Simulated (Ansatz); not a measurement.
Base system: Rh in the fcc (Cu type) structure (space group Fm-3m, No. 225; a = 3.802 Å; relaxed with 0.1 eV smearing). Axes: x, y, z lie along the cube axes.

Computed with DFT with r2SCAN, PAW potentials and a 500 eV plane-wave cutoff in Ansatz (a quantum-chemistry and plane-wave program), no SOC, earlier PAW set.

Base values:

* **Shortest interatomic distance**: 2.688 Å

One thing is altered: uniaxial strain ε_yy = −3.77 %, all other strain components held at zero; the atoms relax in the strained cell.

**Question.** Estimate the effect on the stress, energy relative to the base and shortest interatomic distance.

**Answer.** The stress (xx, yy, zz, yz, xz, xy; compression positive) is (8.8, 18.8, 8.8, 0.0, 0.0, 0.0) GPa; the energy increases by 29 meV/atom; the shortest interatomic distance decreases by 0.050 Å to 2.638 Å.

Stability against distortions was not tested. The final runs are not spin-polarised.
